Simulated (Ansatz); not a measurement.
AlB2-type HfB2 was calculated with PBE (plane waves, PAW; Ansatz, a program for electronic structure).

Settings: plane-wave cutoff 520 eV, 24×24×16 k mesh (along the axes of the cell as run), Fermi–Dirac smearing 0.05 eV, scalar-relativistic PAW data made under PBE.

Response to compression and expansion:

Shape and atoms are relaxed at each volume.

```tsv
V (Å³/atom)	P (GPa)	c (Å)	a (Å)
9.560	10.96	3.431	3.107
9.759	5.22	3.459	3.126
9.958	0.01	3.486	3.145
10.157	-4.71	3.514	3.164
10.356	-8.99	3.541	3.183
```

Note: the bulk modulus comes from volumes at which shape and atoms were relaxed.
